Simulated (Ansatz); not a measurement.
A computed series for KCl: response to strain

Start from KCl in the rock salt structure (space group Fm-3m, No. 225; a = 6.3814 Å).

Strains are applied to the cell and any free atomic positions relax.

Method: Ansatz (an electronic-structure program), PBE, PAW, cutoff 420 eV, without spin-orbit coupling.

Candidates:
(a) isotropic strain +3.00 %
(b) isotropic strain +2.00 %
(c) isotropic strain −1.50 %
(d) isotropic strain −2.50 %

Base values:

- Band gap: 5.05 eV

Order them by band gap, highest first.

(d) isotropic strain −2.50 % (5.31 eV), (c) isotropic strain −1.50 % (5.20 eV), (b) isotropic strain +2.00 % (4.86 eV), (a) isotropic strain +3.00 % (4.77 eV)

Stability against distortions was not tested.
